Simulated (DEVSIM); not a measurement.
Structure: TaN/Al2O3/SiO2/n-Si capacitor, at 250 K.

| layer (left to right) | material | thickness (nm) | Nd (cm⁻³) |
|---|---|---|---|
| 1 | Al2O3 | 27.0 | - |
| 2 | SiO2 | 0.840 | - |
| 3 | Si | 390 | 2.2e18 |

Metal gate on the left, work function 4.4 eV. Fixed charge at the semiconductor interface 1.8e12 cm⁻² (in units of +e); no interface traps.

The device is made up for the run: typed textbook-type constants, with dimensions and the other settings drawn at random. Values at 300 K; Nc and Nv go as T^1.5, mobilities as T to minus their exponent, the gap by Varshni's rule with the affinity fixed.

| parameter | Al2O3 | SiO2 | Si |
|---|---|---|---|
| gap (eV) | 6.8 | 9 | 1.124 |
| affinity (eV) | 1.35 | 0.9 | 4.05 |
| permittivity | 9 | 3.9 | 11.7 |
| Nc (cm⁻³) | - | - | 2.86e19 |
| Nv (cm⁻³) | - | - | 3.1e19 |
| Varshni α (eV/K) | - | - | 0.000473 |
| Varshni β (K) | - | - | 636 |

DEVSIM, 1D Poisson equation in equilibrium, Boltzmann statistics, complete ionisation; no quantum confinement or tunnelling. Metal contacts follow the ideal Schottky-Mott rule: no Fermi-level pinning, no interface dipoles.

The Al2O3 thickness was swept, all else fixed.

```tsv
Al2O3 thickness (μm)	capacitance of the dielectric stack (μF/cm²)	minimum of the low-frequency capacitance (μF/cm²)	flat-band voltage (V)
0.011	0.616	0.266	-0.17
0.015	0.470	0.231	-0.31
0.019	0.381	0.207	-0.46
0.023	0.320	0.188	-0.60
0.027	0.275	0.173	-0.75
0.032	0.235	0.155	-0.93
```

From the first row to the last the capacitance of the dielectric stack goes from 0.616 to 0.235. From the first row to the last the minimum of the low-frequency capacitance goes from 0.266 to 0.155.
